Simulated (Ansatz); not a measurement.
The reference is a 12-atom supercell of TiO2 in the anatase structure (space group I4_1/amd, No. 141; a = 3.799 Å, c = 9.701 Å) at its relaxed geometry.

(Cell as relaxed with PBE.)

Levels (all Ansatz, a quantum-chemistry and plane-wave program, PAW): PBE (420 eV, scalar-relativistic without spin-orbit coupling); r2SCAN (500 eV, without spin-orbit coupling).

Each level relaxes its own structure.

Now apply this change: one O atom is replaced by C, atoms relaxed at fixed cell, starting from a slightly rattled geometry.

```json
[
 {"quantity": "pressure", "PBE": "6.7 GPa", "r2SCAN": "…"},
 {"quantity": "largest displacement of a host atom from its site in the perfect cell", "PBE": "0.24 Å", "r2SCAN": "…"},
 {"quantity": "shift of the substituted atom off its lattice site", "PBE": "0.21 Å", "r2SCAN": "…"}
]
```

**Question.** Given the PBE results, estimate those of r2SCAN.

**Answer.** 
- pressure, r2SCAN: 6.6 GPa
- largest displacement of a host atom from its site in the perfect cell, r2SCAN: 0.29 Å
- shift of the substituted atom off its lattice site, r2SCAN: 0.19 Å

PBE's pressure lies 0.18 GPa above r2SCAN's; PBE's largest displacement of a host atom from its site in the perfect cell lies 0.05 Å below r2SCAN's. Neither level is exact; r2SCAN is the comparison here, not a measurement.

Other magnetic orders, which the real material may have, were not ruled out. The cell is small, so the values are those of an ordered compound at a high defect concentration; dilute-limit values will differ. Spin-polarised in the final run: PBE C on a O site and r2SCAN C on a O site; the other runs are not.
